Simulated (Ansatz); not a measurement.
Where the default PAW files enter, the runs use the earlier of Ansatz's two default sets.

Evanescent states of KTaO3 (Pm-3m, cubic perovskite, 5 atoms a cell, 12.8 Å³ an atom) along the normal of (111)

Computed with r2SCAN (plane waves, PAW; Ansatz, a first-principles code).

The gap is the functional's own, uncorrected, and κ follows it; spin-orbit coupling is left out. Mid-gap means the computed energy nearest the middle.

Energies count from the valence-band top; κ is the least over a 6×6 mesh across the current.

```json
[
 {"E (eV)": "0.07", "κ (1/Å)": "0.144", "where": "Γ"},
 {"E (eV)": "0.20", "κ (1/Å)": "0.242", "where": "Γ"},
 {"E (eV)": "0.33", "κ (1/Å)": "0.270", "where": "Γ"},
 {"E (eV)": "0.46", "κ (1/Å)": "0.280", "where": "Γ"},
 {"E (eV)": "0.58", "κ (1/Å)": "0.289", "where": "Γ"},
 {"E (eV)": "0.71", "κ (1/Å)": "0.296", "where": "Γ"},
 {"E (eV)": "0.84", "κ (1/Å)": "0.299", "where": "Γ"},
 {"E (eV)": "0.97", "κ (1/Å)": "0.299", "where": "Γ"},
 {"E (eV)": "1.10", "κ (1/Å)": "0.296", "where": "Γ"},
 {"E (eV)": "1.24", "κ (1/Å)": "0.293", "where": "Γ"},
 {"E (eV)": "1.36", "κ (1/Å)": "0.287", "where": "Γ"},
 {"E (eV)": "1.50", "κ (1/Å)": "0.280", "where": "Γ"},
 {"E (eV)": "1.62", "κ (1/Å)": "0.270", "where": "Γ"},
 {"E (eV)": "1.75", "κ (1/Å)": "0.259", "where": "Γ"},
 {"E (eV)": "1.89", "κ (1/Å)": "0.245", "where": "Γ"},
 {"E (eV)": "2.02", "κ (1/Å)": "0.228", "where": "Γ"},
 {"E (eV)": "2.15", "κ (1/Å)": "0.207", "where": "Γ"},
 {"E (eV)": "2.27", "κ (1/Å)": "0.181", "where": "Γ"},
 {"E (eV)": "2.40", "κ (1/Å)": "0.147", "where": "Γ"},
 {"E (eV)": "2.54", "κ (1/Å)": "0.098", "where": "Γ"}
]
```

Question: How thick must the barrier be to attenuate the transmission by 10^4 when the electrodes' Fermi level lies at 1.10 eV, and what attenuation does that film give at 0.07 eV?

Answer: d = 4 ln 10 / (2 × 0.296) = 15.6 Å. At 0.07 eV it gives 4 × 0.144/0.296 = 1.9 decades.
